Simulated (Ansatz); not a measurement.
Input for (Al,Ga)N alloy cell AlGaN2 (wurtzite start):

Ansatz 0.2 input:
```yaml
crystal:
  lattice:
    - [6.345892118, 0.00014257, 0.000178187]
    - [-3.172822589, 5.495775061, -0.00017818]
    - [0.000287842, -0.000166172, 10.242982079]
  atoms:
    - { symbol: Al, position: [0.165815324, 0.3326175, 0.000529564] }
    - { symbol: Ga, position: [0.16707289, 0.333063102, 0.498640491] }
    - { symbol: Ga, position: [0.166361416, 0.833638618, 0.002524858] }
    - { symbol: Ga, position: [0.166305414, 0.833694613, 0.494923298] }
    - { symbol: Al, position: [0.667025646, 0.33297431, 0.001026622] }
    - { symbol: Al, position: [0.666056866, 0.33394314, 0.498086954] }
    - { symbol: Al, position: [0.667382491, 0.834184675, 0.000529559] }
    - { symbol: Ga, position: [0.666936875, 0.832927154, 0.498640499] }
    - { symbol: Al, position: [0.33424113, 0.168248216, 0.247844518] }
    - { symbol: Ga, position: [0.335234953, 0.167963734, 0.751188496] }
    - { symbol: Al, position: [0.334002073, 0.665997873, 0.246475294] }
    - { symbol: Ga, position: [0.333729396, 0.666270665, 0.752559848] }
    - { symbol: Ga, position: [0.833174395, 0.166825604, 0.247266762] }
    - { symbol: Al, position: [0.832599743, 0.167400233, 0.751553671] }
    - { symbol: Al, position: [0.831751833, 0.665758873, 0.247844523] }
    - { symbol: Ga, position: [0.832036276, 0.664765107, 0.751188459] }
    - { symbol: N, position: [0.173078154, 0.335986594, 0.186476732] }
    - { symbol: N, position: [0.159532593, 0.329824428, 0.691145222] }
    - { symbol: N, position: [0.166295438, 0.833704569, 0.194323283] }
    - { symbol: N, position: [0.166933041, 0.833066949, 0.687284481] }
    - { symbol: N, position: [0.663299036, 0.33670095, 0.186663898] }
    - { symbol: N, position: [0.670199034, 0.329800946, 0.685488033] }
    - { symbol: N, position: [0.66401344, 0.826921862, 0.186476734] }
    - { symbol: N, position: [0.670175525, 0.840467399, 0.691145201] }
    - { symbol: N, position: [0.340891831, 0.171531802, 0.434103895] }
    - { symbol: N, position: [0.337310934, 0.173609439, 0.942804322] }
    - { symbol: N, position: [0.334093707, 0.665906302, 0.431981798] }
    - { symbol: N, position: [0.336684929, 0.663315052, 0.943896832] }
    - { symbol: N, position: [0.829827493, 0.170172484, 0.438790452] }
    - { symbol: N, position: [0.83307941, 0.166920611, 0.939687467] }
    - { symbol: N, position: [0.828468167, 0.659108124, 0.4341039] }
    - { symbol: N, position: [0.826390548, 0.662689069, 0.942804346] }
basis:
  ecutwfc: 420
  ecutrho_ratio: 4
  xc_grid: 2
kpoints:
  mp_grid: { grid: [4, 4, 2] }
hamiltonian:
  xc: pbe
  dispersion: none
  pseudopotentials: { kind: paw }
scf:
  n_extra_bands: 17
  occupations: { method: fermi_dirac, width: 0.01 }
output:
  forces: true
  stress: true
  eigenstates:
    kpoints:
      - [0.0, 0.0, 0.0]
      - [-0.333333, -0.333333, 0.0]
    e_range: [-4.0, 6.0]
    localisation: true
relax:
  f_tol: 0.03
  max_steps: 90
  cell: { stress_tol: 0.15 }
```

All values below come from PBE (plane waves to 420 eV, PAW; Ansatz, an electronic-structure program). Spin–orbit coupling is left out. Its k-point mesh 4×4×2, Fermi–Dirac width 0.01 eV.

Problem. What does the end of the output print (band table and long remarks left out, numbers rounded to eight decimals)?

Solution. 
```
SCF converged after 4 iterations
Free energy (F): -40737.173992 eV
Harris-Foulkes:  -40737.173992 eV  (|F-HF|=1.53e-9)
Internal energy: -40737.173992 eV  (E = F + TS)
E sigma→0 (E₀):  -40737.173992 eV
Fermi energy:    9.547432 eV
--- Per-component energies (eV) ---
  E_band       = -43.103724
  E_kinetic    = 3237.287129
  E_local      = -21488.209040  (includes V_loc(G=0)·N_el)
  E_nonlocal   = 4236.825436
  E_hartree    = 9793.845377
  E_xc         = -1840.118598
  E_vxc        = -1930.401486  (∫ρ·V_xc dr)
  E_paw        = -21723.884587  (= ΣΔE_a)
  E_vpaw       = -3686.291506  (= ΣTr[D̂ρ^β])
  E_aug_tail   = 0.000973  (compensation charges beyond the density's cutoff)
  E_ewald      = -12952.920683
  E_smearing   = 0.000000  (= −TS)
  E_closure    = 0.000000  (closes the sum)
  Σ components = -40737.173992   (vs F -40737.173992, Δ=0.00e0)
--- Forces (eV/Å), atoms counted from 1 ---
  atom   1  Al     0.00121546     0.00066198    -0.00085114
  atom   2  Ga    -0.00007730     0.00003428    -0.00147566
  atom   3  Ga    -0.00020402     0.00011779     0.00044456
  atom   4  Ga    -0.00011105     0.00006411    -0.00121613
  atom   5  Al    -0.00105270     0.00060777    -0.00148530
  atom   6  Al    -0.00051618     0.00029802    -0.00176473
  atom   7  Al     0.00003444    -0.00138361    -0.00085114
  atom   8  Ga    -0.00006834     0.00004980    -0.00147566
  atom   9  Al     0.00025192     0.00009716     0.00045834
  atom  10  Ga    -0.00030000     0.00009262    -0.00093485
  atom  11  Al     0.00018798    -0.00010853     0.00180256
  atom  12  Ga     0.00028004    -0.00016168    -0.00067367
  atom  13  Ga     0.00006447    -0.00003722     0.00052441
  atom  14  Al     0.00069694    -0.00040238    -0.00279684
  atom  15  Al     0.00004182    -0.00026675     0.00045834
  atom  16  Ga    -0.00023021     0.00021349    -0.00093485
  atom  17  N     -0.00018154    -0.00050726     0.00002354
  atom  18  N     -0.00006066    -0.00006199     0.00249962
  atom  19  N     -0.00026908     0.00015535     0.00044106
  atom  20  N      0.00011364    -0.00006561     0.00120151
  atom  21  N     -0.00006115     0.00003531     0.00204800
  atom  22  N     -0.00031222     0.00018026     0.00061833
  atom  23  N      0.00034853     0.00041085     0.00002354
  atom  24  N      0.00002335     0.00008353     0.00249962
  atom  25  N     -0.00014412     0.00041183    -0.00168639
  atom  26  N     -0.00002594    -0.00056938     0.00222186
  atom  27  N      0.00050114    -0.00028933    -0.00426190
  atom  28  N     -0.00028482     0.00016444     0.00268996
  atom  29  N      0.00023472    -0.00013552     0.00189686
  atom  30  N     -0.00014562     0.00008407     0.00011988
  atom  31  N     -0.00042871    -0.00008110    -0.00168639
  atom  32  N      0.00048013     0.00030716     0.00222186
  max |Σ_I F_I| component: 9.92e-5 eV/Å
--- Stress (GPa, compression-positive) ---
       -0.000889       0.000015      -0.000131
        0.000015      -0.000872       0.000076
       -0.000131       0.000076       0.047619
  P = ⅓ Tr σ = 0.0153 GPa (0.153 kbar)
--- Relaxed structure (4 steps of the walk, 4 accepted, 1 SCFs on fresh bases) ---
  F+E_penalty+E_count = -40737.17399175 eV   max|allowed force component| = 4.265e-3 eV/Å   (the final SCF, on the basis selected at the relaxed cell)
  cell:  # Å, volume = 358.3019 Å³
    - [6.34468383, 8.13043075e-5, 0.00037324]
    - [-3.17227150, 5.49469803, -0.00037324]
    - [0.00060166, -0.00034737, 10.27760809]
  atoms:
    - { symbol: Al, position: [0.16573005, 0.33266029, 0.00023109] }
    - { symbol: Ga, position: [0.16706424, 0.33339242, 0.49871046] }
    - { symbol: Ga, position: [0.16637194, 0.83362806, 0.00296850] }
    - { symbol: Ga, position: [0.16668445, 0.83331555, 0.49589096] }
    - { symbol: Al, position: [0.66694887, 0.33305113, 0.00043357] }
    - { symbol: Al, position: [0.66642643, 0.33357357, 0.49816501] }
    - { symbol: Al, position: [0.66733971, 0.83426995, 0.00023109] }
    - { symbol: Ga, position: [0.66660758, 0.83293576, 0.49871046] }
    - { symbol: Al, position: [0.33461988, 0.16846111, 0.24793150] }
    - { symbol: Ga, position: [0.33481873, 0.16755112, 0.75075602] }
    - { symbol: Al, position: [0.33409016, 0.66590984, 0.24665411] }
    - { symbol: Ga, position: [0.33350616, 0.66649384, 0.75196502] }
    - { symbol: Ga, position: [0.83304880, 0.16695120, 0.24761037] }
    - { symbol: Al, position: [0.83263049, 0.16736951, 0.75135684] }
    - { symbol: Al, position: [0.83153889, 0.66538012, 0.24793150] }
    - { symbol: Ga, position: [0.83244888, 0.66518127, 0.75075602] }
    - { symbol: N, position: [0.17336897, 0.33620837, 0.18638127] }
    - { symbol: N, position: [0.15923478, 0.32960660, 0.69085620] }
    - { symbol: N, position: [0.16637173, 0.83362827, 0.19523147] }
    - { symbol: N, position: [0.16674854, 0.83325146, 0.68799229] }
    - { symbol: N, position: [0.66307596, 0.33692404, 0.18597984] }
    - { symbol: N, position: [0.67051317, 0.32948683, 0.68506862] }
    - { symbol: N, position: [0.66379163, 0.82663103, 0.18638127] }
    - { symbol: N, position: [0.67039340, 0.84076522, 0.69085620] }
    - { symbol: N, position: [0.34139106, 0.17158186, 0.43440832] }
    - { symbol: N, position: [0.33719506, 0.17380089, 0.94279567] }
    - { symbol: N, position: [0.33405423, 0.66594577, 0.43226691] }
    - { symbol: N, position: [0.33667582, 0.66332418, 0.94386159] }
    - { symbol: N, position: [0.82969060, 0.17030940, 0.43868529] }
    - { symbol: N, position: [0.83300255, 0.16699745, 0.93972854] }
    - { symbol: N, position: [0.82841814, 0.65860894, 0.43440832] }
    - { symbol: N, position: [0.82619911, 0.66280494, 0.94279567] }
```

Cost: about 4 core-minutes (a rough figure).
